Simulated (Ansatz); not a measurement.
The starting structures come from a database of crystals and need not be the phases stable at ambient conditions.

Inside the gap of an insulator the Bloch states are evanescent, with a wavenumber k + iκ along the transport direction.

Input:

```xyz
18
Lattice="7.4934 0.0000 0.0000 0.0565 9.4218 0.0000 3.4650 -0.0208 3.7361" Properties=species:S:1:pos:R:3 pbc="T T T"
Zn     4.6812     2.3859     3.1573
Zn     8.6006     7.0015     3.0228
I      2.8914     8.7854     0.9374
I      6.4860     0.6255     1.0330
I      4.5699     5.6399     2.7198
I      8.1547     3.7509     2.8596
O      6.3721     3.7159     3.2276
O      5.0711     5.6826     0.9703
O      8.1890     5.3154     1.9323
O      3.6340     4.0808     2.6750
O      8.1527     2.5971     1.4511
O      3.1720     6.8021     2.6190
O      5.4923     8.6548     0.5204
O      5.8754     0.7441     3.5959
O      5.1199     1.8211     1.2191
O      6.6380     7.5755     3.3180
O      2.9808     1.1491     3.1095
O      8.6876     8.2480     1.3312
```

Space group of this cell: P2_1. The cell is taken as given; by r2SCAN its mean pressure is 0.6 GPa.

Transport runs along the normal of the first two printed cell vectors.

No gap correction and no spin-orbit coupling; mid-gap values are interpolated between computed energies.

Task: Predict the band gap and the smallest decay constant κ at mid-gap from r2SCAN (Ansatz, an electronic-structure program).

Result: Gap 3.70 eV on a 8×4×8 mesh; κ = 0.379 1/Å, at (0.000, 0.500) of the in-plane reciprocal vectors. At the zone centre, at the nearest computed energy, the slowest state has κ = 0.38 1/Å.
